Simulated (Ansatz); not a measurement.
Base system: CoSi2 (space group Fm-3m, No. 225; a = 5.315 Å; non-magnetic).

Computed with r2SCAN (Ansatz, a first-principles code, PAW, no spin-orbit coupling), earlier PAW set.

Base values:

```
Property               Value
-------------------  -------
Lattice parameter a  5.315 Å
```

Modification: hydrostatic tension (pressure −1 GPa).

What happens to the lattice parameter a?

The lattice parameter a rises by 0.009 Å, from 5.315 Å to 5.324 Å.

Load acts through the strain it causes; cell and atoms are relaxed under it. Stability against distortions was not tested. Seeded moments were not kept for the base. The final runs are not spin-polarised. An odd electron count without spin: CoSi2.
